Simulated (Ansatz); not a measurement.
Start from Ag in the fcc (Cu type) structure (space group Fm-3m, No. 225; a = 4.0544 Å). Axes: x, y, z lie along the cube axes.

The change: uniaxial stress, 8 GPa compression along z, with the cell and atoms free to relax against it.

Levels (all Ansatz, a quantum-chemistry and plane-wave program, PAW): PBEsol (420 eV, no SOC); r2SCAN (500 eV, no spin-orbit coupling).

The geometry is relaxed with PBEsol.

```
Quantity           Value
---------------  -------
PBEsol pressure  2.7 GPa
```

### Question
Predict the pressure from r2SCAN.

### Answer
The pressure goes up by 4.3 GPa (2.7 GPa → 7.0 GPa).

Single points use the geometry relaxed with PBEsol. Their cutoffs differ, which shifts pressures a little. Load acts through the strain it causes; cell and atoms are relaxed under it. Stability under load was not tested beyond the relaxation. Under uniaxial stress, 8 GPa compression along z the cell changed shape so far that it is another structure.
